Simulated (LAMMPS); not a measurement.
MD of LiBr (rock salt) at zero pressure over temperature, 512 atoms; each row names its start.

Level of theory: classical MD, rigid Lennard-Jones ions of Joung and Cheatham, J. Phys. Chem. B 112, 9020 (2008), set for SPC/E water, PPPM sums, 10 Å cutoff with tail terms (LAMMPS).

| T (K), start | state | volume | enthalpy | first peak of g(r), Br-Li | coordination number of Br by Li |
|---|---|---|---|---|---|
| 100, crystal | crystal; no diffusion seen in 21 ps | 21.1617 ± 0.0004 Å³/atom | -4.2552 ± 0.0001 eV/atom | 2.75 Å, height 12.8 | 6.00 (counted to 3.82 Å) |
| 200, crystal | crystal; no diffusion seen in 21 ps | 21.417 ± 0.003 Å³/atom | -4.2288 ± 0.0002 eV/atom | 2.75 Å, height 9.1 | 6.00 (counted to 3.82 Å) |
| 300, crystal | crystal; no diffusion seen in 21 ps | 21.688 ± 0.002 Å³/atom | -4.2020 ± 0.0002 eV/atom | 2.74 Å, height 7.6 | 6.00 (counted to 3.82 Å) |
| 480, crystal | crystal; no diffusion seen in 21 ps | 22.205 ± 0.004 Å³/atom | -4.1530 ± 0.0003 eV/atom | 2.72 Å, height 5.9 | 6.00 (counted to 3.94 Å) |
| 600, crystal | crystal; no diffusion seen in 21 ps | 22.587 ± 0.004 Å³/atom | -4.1188 ± 0.0002 eV/atom | 2.71 Å, height 5.6 | 6.00 (counted to 3.94 Å) |
| 720, crystal | crystal; no diffusion seen in 21 ps | 22.992 ± 0.007 Å³/atom | -4.0848 ± 0.0006 eV/atom | 2.71 Å, height 5.1 | 6.00 (counted to 3.98 Å) |

Measured melting point: 823.1 K (chemicals 1.5.2 (Python package), Misc/Physical Constants of Inorganic Compounds.csv; one source, unchecked).

Caution: the potential ionic pair potential joung2008 is fitted for ions in water and for crystals near room temperature.

Caution (rows 100, crystal; 200, crystal; 300, crystal): nuclei are classical, which matters for such light atoms.

From the crystal rows between 100 and 300 K, estimate the mean linear expansion coefficient and the heat capacity. The slope of ln V over three gives 41 × 10^-6 /K, and dH/dT = 3.1 kB/atom. Nuclei are classical here, so the heat capacity stays near 3 kB/atom, where a real crystal's falls off below its Debye temperature.

States go by the mean squared displacement: a species diffuses where it passes 1.5 Å², still rises and gives D over 1e-6 cm²/s; a crystal has left its structure where atoms lie 0.35 Å off their sites on average or a cubic box changes its shape by 3 %, or the axial ratios of another lie 8 % off the starting cell's, which the potential's own relaxation can also do.

Errors shown are sampling errors alone.
